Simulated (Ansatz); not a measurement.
Input:

```
MoSi2
1.0
    3.26922     0.00000     0.00000
    0.00000     3.26922     0.00000
    1.63461    -1.63461     3.85082
Si Mo
2 1
Direct
  0.33559   0.66441   0.32881
  0.66441   0.33559   0.67119
  0.00000   0.00000   0.00000
```

No spin polarisation.

Computed with LDA (Ansatz, a program for electronic structure, PAW, without spin-orbit coupling). k-mesh 25×25×25 (Γ-centred); smearing 0.1 eV (Fermi–Dirac).

Task: What is the computed band gap?

Result: Zero.

Task: Predict the mean in-plane stress (compression positive).

Result: -13.6 GPa.

Task: What space group does the calculation give?

Result: I4/mmm (No. 139).

The cells carry an imposed strain or load. No phonon test of stability was made. The final runs are not spin-polarised. The cell was made from MoSi₂ (space group I4/mmm, No. 139) by this change: biaxial strain +3.00 %, plane normal [001], relaxed out of plane.
